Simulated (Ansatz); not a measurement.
Base system: InAs in the zinc blende structure (space group F-43m, No. 216; a = 6.110 Å). Axes: x, y, z lie along the cube axes.

Level of theory: r2SCAN, PAW, 500 eV (Ansatz, a first-principles code; no spin-orbit coupling).

Now apply this change: compressive biaxial strain of 2.50 % in the plane normal to [111], as in epitaxy on a mismatched substrate; the out-of-plane cell vector and the atoms relax.

Q: What does the calculation give for the out-of-plane strain after the change?

A: The out-of-plane strain comes out as +1.51 %.

Stability against distortions was not tested.
